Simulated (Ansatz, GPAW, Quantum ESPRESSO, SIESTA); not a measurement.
# SrMg₆Zr (P1, 8 atoms in the cell) computed with different codes at matched settings

Self-consistent single point, at a second geometry (atoms moved at random). First geometry:

```
SrMg6Zr
1.0
    6.63866     0.00000     0.00000
    0.00000     6.63866     0.00000
    0.00000     0.00000     4.67308
Sr Mg Zr
1 6 1
Cartesian
  3.31933   3.31933   2.33654
  3.31933   0.00000   2.33654
  0.00000   3.31933   2.33654
  1.52125   1.52125   0.00000
  5.11741   5.11741   0.00000
  5.11741   1.52125   0.00000
  1.52125   5.11741   0.00000
  0.00000   0.00000   2.33654
```

Second geometry:
```
CELL_PARAMETERS angstrom
      6.63866     0.00000     0.00000
      0.00000     6.63866     0.00000
      0.00000     0.00000     4.67308
ATOMIC_POSITIONS crystal
  Sr 0.50827 0.49693 0.49730
  Mg 0.49934 0.00595 0.51228
  Mg 0.00153 0.49707 0.49816
  Mg 0.22893 0.23409 0.99832
  Mg 0.76461 0.77502 0.99727
  Mg 0.76874 0.23523 0.00691
  Mg 0.22938 0.76999 0.98779
  Zr 0.99921 0.98572 0.50196
```

Shared settings, as Ansatz (an electronic-structure program) writes them: kpoints.mp_grid.grid = 3 3 4; scf.occupations.method = fermi_dirac; scf.occupations.width = 0.1 eV. Potentials and cutoffs stand in the table.

```csv
code,model,ΔF from the first geometry (meV/atom),pressure (GPa),largest force (eV/Å),cutoff
GPAW,"LDA (Perdew-Wang 92), GPAW PAW datasets LDA (gpaw-data 1.0.1)",7.2,-2.54,0.443,800 eV
Ansatz,"LDA (PW92), PAW files made with PBE",7.0,-2.59,0.443,420 eV
SIESTA,"LDA PW92, numerical atomic orbitals DZP, PseudoDojo LDA standard norm-conserving potentials (rewritten from UPF to PSML)",8.9,-0.75,0.498,grid 300 Ry
Quantum ESPRESSO,"LDA (PZ), GBRV 1.5 ultrasoft (LDA) pseudopotentials",7.0,-2.60,0.443,40 Ry
```

Size of the force on each atom (eV/Å): Sizes of forces hide their directions.

```tsv
code	Sr1	Mg2	Mg3	Mg4	Mg5	Mg6	Mg7	Zr8
GPAW	0.340	0.223	0.092	0.212	0.147	0.295	0.171	0.443
Ansatz	0.339	0.222	0.091	0.203	0.141	0.285	0.171	0.443
SIESTA	0.497	0.327	0.141	0.228	0.173	0.364	0.258	0.498
Quantum ESPRESSO	0.339	0.223	0.091	0.202	0.141	0.284	0.171	0.443
```

The spread over the programs that give each value: ΔF from the first geometry within 1.9 meV/atom; pressure within 1.85 GPa; largest force within 0.055 eV/Å.

SIESTA uses small atom-centred bases, whose incompleteness enters pressures, forces and empty levels differently from a plane-wave cutoff. Ansatz's pressure is given at a fixed set of plane waves, as the other plane-wave codes print theirs. The same LDA comes in different parametrisations, which differ slightly. In the pressure, SIESTA (by 1.84) lies more than 1 GPa from the median of the plane-wave programs. In the force vectors, SIESTA (by 0.159) lies more than 0.08 eV/Å from the median of the plane-wave programs.

The shared mesh is coarse (it stands for a supercell whose shortest vector is 19 Å), so the values are not converged in it.

The starting cell comes from a database of computed structures (which also holds hypothetical and non-ambient phases and stackings), without a prior relaxation at this level. For this run, on top of that: atoms moved at random.

Left out of this page: CP2K (unsound by tests on forces, stress, charge or solver warnings).

Keys are those of Ansatz 0.2.
